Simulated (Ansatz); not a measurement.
## Carrier properties of GaP (I-4m2)

Given:

```xyz
2
Lattice="0.0000 2.6825 2.7518 2.6825 0.0000 2.7518 2.6825 2.6825 0.0000" Properties=species:S:1:pos:R:3 pbc="T T T"
Ga     0.0000     0.0000     0.0000
P      1.3413     1.3413     1.3759
```

These are PBEsol with spin-orbit coupling, rigid bands (plane waves, PAW; Ansatz, a first-principles code) values and carry that method's errors. Condition of this run: biaxial stress xx = yy = 2 GPa (compression positive) (the target of the relaxation). Geometry: cell and atoms relaxed with PBEsol, then loaded as said.

The band gap is 1.28 eV, the electron conductivity mass (300 K, dilute) is 0.42 (x), 0.42 (y), 0.25 (z) mₑ and the hole conductivity mass (300 K, dilute) is 0.37 (x), 0.37 (y), 0.46 (z) mₑ. The effective density of states N_c (300 K) is 2.5e19 cm⁻³ and the effective density of states N_v (300 K) is 1.0e19 cm⁻³. The density-of-states mass, electrons comes out as 1.01 mₑ and the density-of-states mass, holes comes out as 0.55 mₑ. The Seebeck coefficient, n-type 1e19 cm⁻³, 300 K is -294 μV/K, the Seebeck coefficient, p-type 1e19 cm⁻³, 300 K comes out as 279 μV/K and the best p-type power factor at 300 K for τ = 10 fs (best axis; densities from 1e16 to 1e21 cm⁻³ tried, whether or not they can be reached) comes out as 12.7 μW/(cm·K²) at 3e20 cm⁻³.

Rigid bands; masses and Seebeck coefficients take one relaxation time τ for all states and one kind of carrier; polarons and phonon drag are left out.
